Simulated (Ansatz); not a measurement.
**A self-consistent single point of Cu3AsSe4 (Fmm2, 8 atoms in the cell) with Ansatz (an electronic-structure program)**

Computed with PBEsol, default PAW files made with PBE (plane waves; Ansatz).

Input as run:

Ansatz 0.2 input:
```yaml
# Cu3AsSe4
crystal:
  lattice:
    - [-2.77140100, 2.77140100, 5.50851000]
    - [2.77140100, -2.77140100, 5.50851000]
    - [2.77140100, 2.77140100, -5.50851000]
  atoms:
    - { symbol: Cu, position: [0.25000000, 0.75000000, 0.50000000] }
    - { symbol: Cu, position: [0.75000000, 0.25000000, 0.50000000] }
    - { symbol: Cu, position: [0.50453800, 0.50453800, 0.00000000] }
    - { symbol: As, position: [0.00000000, 0.00000000, 0.00000000] }
    - { symbol: Se, position: [0.87509000, 0.38261000, 0.00000000] }
    - { symbol: Se, position: [0.61739000, 0.61739000, 0.49248000] }
    - { symbol: Se, position: [0.38261000, 0.87509000, 0.00000000] }
    - { symbol: Se, position: [0.12491000, 0.12491000, 0.50752000] }
basis:
  ecutwfc: 30.9 Ry
kpoints:
  mp_grid: { grid: [4, 4, 4] }
hamiltonian:
  xc: pbesol
  pseudopotentials: { kind: paw }
scf:
  occupations: { method: fermi_dirac, width: 0.0073 Ry }
output:
  forces: true
  eigenvalues: true
  stress: true
```

Output, abridged:

```
WARN ansatz: RAYON_NUM_THREADS=1 ignored (pool sized by the plan → 1); use --threads N
Pseudopotentials: kind: paw
Pseudopotential: Cu, paw, valence charge 19
Pseudopotential: As, paw, valence charge 15
Pseudopotential: Se, paw, valence charge 16
Crystal: 8 atoms, lattice volume = 169.236 Å³
Basis set: ecut = 420.4159175005146 eV, 3331 PW (Γ), exchange–correlation on 96×96×96 points (8 copies of the dense FFT grid, shifted against one another)
Bands: 82, of which v1, the nominal top of the filled ones, is band 68 counted from 1 (67 counted from 0)
Symmetry: 4 space group operations
Space group: Fmm2 (ITA 42), of the structure as read, at distance tolerance 5.5e-5 Å
k-points: 18 of 64 (time reversal used)
PAW frozen core: Cu, regenerated for the run's functional, and the local potential with it
PAW frozen core: As, regenerated for the run's functional, and the local potential with it
PAW frozen core: Se, regenerated for the run's functional, and the local potential with it
Initial density: superposition of atomic densities (neutral atoms: chi_scale 0, normalization atom), corrected by the library's trained network
Initial wavefunctions: pseudopotential atomic-orbital guess
Eigensolver: davidson
Functional: x = pbesol(κ = 0.804, μ = 0.12345679012345678), c = pbesol(β = 0.046)
SCF iter   1: F=—  HF=-46277.212775 eV  |F-HF|=—  |Δ(HF+E_count)|=         —  Δρ=1.20e-2  dr2=1.61e-1  ethr=1.77e-3  ⟨swp⟩=5.3  Hψ=5161  notcnv=0  defer=41
all-band conjugate gradients solve this SCF's bands
preconditioner: auto → LDOS
SCF iter   2: F=—  HF=-46277.238269 eV  |F-HF|=—  |Δ(HF+E_count)|=   2.55e-2  Δρ=1.44e-2  dr2=1.95e-1  ethr=1.18e-4  ⟨swp⟩=2.0  Hψ=3107  notcnv=0  defer=79
SCF iter   3: F=—  HF=-46277.189749 eV  |F-HF|=—  |Δ(HF+E_count)|=   4.85e-2  Δρ=4.00e-3  dr2=1.62e-2  ethr=1.18e-4  ⟨swp⟩=2.4  Hψ=2773  notcnv=0  defer=79
SCF iter   4: F=—  HF=-46277.186356 eV  |F-HF|=—  |Δ(HF+E_count)|=   3.39e-3  Δρ=8.29e-4  dr2=7.90e-4  ethr=1.19e-5  ⟨swp⟩=2.0  Hψ=2035  notcnv=0  defer=63
SCF iter   5: F=—  HF=-46277.186165 eV  |F-HF|=—  |Δ(HF+E_count)|=   1.91e-4  Δρ=1.28e-4  dr2=1.92e-5  ethr=5.81e-7  ⟨swp⟩=2.0  Hψ=2046  notcnv=0  defer=63
SCF iter   6: F=—  HF=-46277.186082 eV  |F-HF|=—  |Δ(HF+E_count)|=   8.30e-5  Δρ=2.81e-5  dr2=6.99e-7  ethr=1.41e-8  ⟨swp⟩=2.1  Hψ=2572  notcnv=0  defer=63
SCF iter   7: F=-46277.186082 eV  HF=-46277.186082 eV  |F-HF|=2.75e-8  |Δ(HF+E_count)|=   2.21e-8  Δρ=9.12e-6  dr2=6.54e-8  ethr=7.35e-11  ⟨swp⟩=10.1  Hψ=7298  notcnv=0
SCF 1 converged in 7 iterations: F = -46277.186082 eV  dr2 = 6.54e-8
SCF converged after 7 iterations
Free energy (F): -46277.186082 eV
Harris-Foulkes:  -46277.186082 eV  (|F-HF|=2.75e-8)
Internal energy: -46277.101902 eV  (E = F + TS)
E sigma→0 (E₀):  -46277.143992 eV
Entropy (-TS):   -0.084180 eV (-10.522 meV/atom)
Fermi energy:    9.312029 eV
--- Per-component energies (eV) ---
  E_band       = -3242.670075
  E_kinetic    = 1475.479411
  E_local      = -27697.401150  (includes V_loc(G=0)·N_el)
  E_nonlocal   = -1844.173792
  E_hartree    = 12955.059573
  E_xc         = -755.401797
  E_vxc        = -813.031941  (∫ρ·V_xc dr)
  E_paw        = -14158.637151  (= ΣΔE_a)
  E_vpaw       = -273.672738  (= ΣTr[D̂ρ^β])
  E_aug_tail   = -0.001520  (compensation charges beyond the density's cutoff)
  E_ewald      = -16257.644313
  E_core_change = 5.618837  (= ΣΔE_core)
  E_smearing   = -0.084180  (= −TS)
  E_closure    = 0.000000  (closes the sum)
  Σ components = -46277.186082   (vs F -46277.186082, Δ=0.00e0)
--- Forces (eV/Å), atoms counted from 1 ---
  atom   1  Cu     0.00000000    -0.00000000     0.01197789
  atom   2  Cu    -0.00000000    -0.00000000     0.01197789
  atom   3  Cu    -0.00000000    -0.00000000    -0.23008418
  atom   4  As     0.00000000    -0.00000000    -0.06892071
  atom   5  Se     0.12501833    -0.12501833     0.21533054
  atom   6  Se    -0.18546212    -0.18546212    -0.07780187
  atom   7  Se    -0.12501833     0.12501833     0.21533054
  atom   8  Se     0.18546212     0.18546212    -0.07780187
  max |Σ_I F_I| component: 8.23e-6 eV/Å
--- Stress (GPa, compression-positive) ---
       -0.422336      -0.248000       0.000000
       -0.248000      -0.422336       0.000000
        0.000000       0.000000      -0.395957
  P = ⅓ Tr σ = -0.4135 GPa (-4.135 kbar)
  The stress holds the Pulay correction. Without it, at fixed plane waves, as pw.x and ABINIT print it: P = -0.4508 GPa
--- Band table (eV; the first three rows and the last of 18) ---
  k-point 0: bands = ["-102.6520", "-102.6519", "-102.6337", "-60.2544", "-60.2202", "-60.2201", "-60.2183", "-60.2182", "-60.1579", "-60.1395", "-60.1394", "-60.1133", "-38.9698", "-38.9695", "-38.9440", "-38.9437", "-38.9227", "-38.9224", [...]
  k-point 1: bands = ["-102.6519", "-102.6519", "-102.6337", "-60.2544", "-60.2202", "-60.2201", "-60.2183", "-60.2182", "-60.1579", "-60.1395", "-60.1395", "-60.1133", "-38.9698", "-38.9695", "-38.9439", "-38.9438", "-38.9227", "-38.9224", [...]
  k-point 2: bands = ["-102.6519", "-102.6519", "-102.6337", "-60.2544", "-60.2202", "-60.2201", "-60.2183", "-60.2182", "-60.1579", "-60.1395", "-60.1395", "-60.1133", "-38.9697", "-38.9696", "-38.9439", "-38.9438", "-38.9227", "-38.9224", [...]
  k-point 17: bands = ["-102.6520", "-102.6519", "-102.6337", "-60.2544", "-60.2202", "-60.2201", "-60.2183", "-60.2182", "-60.1579", "-60.1395", "-60.1394", "-60.1133", "-38.9698", "-38.9695", "-38.9440", "-38.9437", "-38.9227", "-38.9224", [...]
```

The run converged in 7 iterations.

The starting cell comes from a database of computed structures (which also holds hypothetical and non-ambient phases and stackings), without a prior relaxation at this level. Its lattice was rescaled by up to half a per cent. One atom was moved a little off its site on purpose. Spin polarisation is off. Ansatz's pressure includes its estimate of the finite-basis (Pulay) stress. The run gives no clean gap (levels at the Fermi energy touch, overlap or are partly filled at this smearing), which alone does not show that the compound is a metal.
